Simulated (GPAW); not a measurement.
Input and output of a self-consistent single point for Al₃Sc (Pm-3m, 4 atoms in the cell) (GPAW).

Method: PBE, GPAW PAW datasets PBE (gpaw-data 1.0.1) (plane waves; GPAW 25.7.0).

The change in words: lattice scaled by 0.98. Reference geometry:
```
CELL_PARAMETERS angstrom
      4.07827     0.00000     0.00000
      0.00000     4.07827     0.00000
      0.00000     0.00000     4.07827
ATOMIC_POSITIONS crystal
  Sc 0.00000 0.00000 0.00000
  Al 0.00000 0.50000 0.50000
  Al 0.50000 0.00000 0.50000
  Al 0.50000 0.50000 0.00000
```

Reference input (self-consistent single point, DFT PBE, plane waves, GPAW PAW datasets PBE (gpaw-data 1.0.1)): mode = pw; ecut = 800 eV; xc = PBE; kpts = 8 8 8; mesh shift (steps) = 0 0 0; occupations.name = methfessel-paxton; occupations.width = 0.272 eV; occupations.order = 0; nbands = -8; convergence.density = 1e-05 e/electron; convergence.energy = 1e-05 eV/electron; symmetry.symmorphic = false. This run's input differs from it in these lines:

```diff
@@ -5,5 +5,5 @@
 atoms = Atoms(['Sc', 'Al', 'Al', 'Al'],
-              cell=[[4.078270, 0.000000, 0.000000],
-                    [0.000000, 4.078270, 0.000000],
-                    [0.000000, 0.000000, 4.078270]],
+              cell=[[3.996705, 0.000000, 0.000000],
+                    [0.000000, 3.996705, 0.000000],
+                    [0.000000, 0.000000, 3.996705]],
               scaled_positions=[[0.000000, 0.000000, 0.000000],
```

The program printed (abridged):

```
     iter     time        total  log10-change:
                         energy   eigst   dens
iter:   1 --:--:--   -17.497178
iter:   2 --:--:--   -17.563831   -0.08  -1.15
iter:   3 --:--:--   -17.569292   -0.69  -1.17
iter:   4 --:--:--   -17.583432   -1.55  -1.67
iter:   5 --:--:--   -17.579092   -1.88  -1.73
iter:   6 --:--:--   -17.583222   -2.47  -2.09
iter:   7 --:--:--   -17.578914   -2.94  -2.11
iter:   8 --:--:--   -17.577918   -3.17  -2.30
iter:   9 --:--:--   -17.577796   -3.38  -2.51
iter:  10 --:--:--   -17.577689   -3.30  -2.80
iter:  11 --:--:--   -17.577646c  -3.53  -3.44
iter:  12 --:--:--   -17.577656c  -3.64  -4.00
   [... lines left out ...]
iter:  25 --:--:--   -17.577655c  -5.03  -4.73
iter:  26 --:--:--   -17.577654c  -5.13  -4.82
iter:  27 --:--:--   -17.577654c  -5.23  -5.10c
iter:  28 --:--:--   -17.577654c  -5.33  -5.14c
iter:  29 --:--:--   -17.577654c  -5.44  -5.22c
iter:  30 --:--:--   -17.577654c  -5.54  -5.37c
iter:  31 --:--:--   -17.577654c  -5.65  -5.42c
   [... 13 lines left out ...]
iter:  45 --:--:--   -17.577654c  -7.08  -6.70c
iter:  46 --:--:--   -17.577654c  -7.19  -6.77c
iter:  47 --:--:--   -17.577654c  -7.29  -6.84c
iter:  48 --:--:--   -17.577654c  -7.39  -6.88c
iter:  49 --:--:--   -17.577654c  -7.49c -6.88c
Converged after 49 iterations.

Dipole moment: (-0.000000, -0.000000, -0.000000) |e|*Ang

Energy contributions relative to reference atoms: (reference = -40599.152915)

Kinetic:        +26.670370
Potential:      -17.069861
External:        +0.000000
XC:             -27.294677
Entropy (-ST):   -0.045464
Local:           +0.139246
SIC:             +0.000000
--------------------------
Free energy:    -17.600386
Extrapolated:   -17.577654

Showing only first 2 kpts
 Kpt  Band  Eigenvalues  Occupancy
  0     8      6.15205    2.00000
  0     9      6.15205    2.00000
  0    10      9.25293    0.00000
  0    11      9.34847    0.00000

  1     8      6.16168    2.00000
  1     9      6.83153    2.00000
  1    10      9.27108    0.00000
  1    11      9.27108    0.00000

Fermi level: 8.02367

No gap
No difference between direct/indirect transitions
Energy (eV): -17.577654

Forces in eV/Ang:
  0 Sc   -0.00000   -0.00000   -0.00000
  1 Al    0.00000    0.00000    0.00000
  2 Al    0.00000    0.00000    0.00000
  3 Al    0.00000    0.00000    0.00000

Stress tensor:
    -0.052397    -0.000000     0.000000
    -0.000000    -0.052397     0.000000
     0.000000     0.000000    -0.052397
Stress (GPa, Voigt): [-8.395 -8.395 -8.395  0.     0.    -0.   ]
```

The run converged in 49 iterations. GPAW prints stress with tension positive. Against the reference run the free energy rises by 31.1 meV/atom and the pressure goes from 1.92 to 8.39 GPa.

The starting cell has typed, rounded lattice constants, without a prior relaxation at this level. Its lattice was rescaled by a random factor within 2.5 % of one. For this run, on top of that: lattice scaled by 0.98. With a pressure of about 8 GPa the cell is away from its equilibrium volume at this level.

Cost on one core of a shared machine: roughly 3 min.
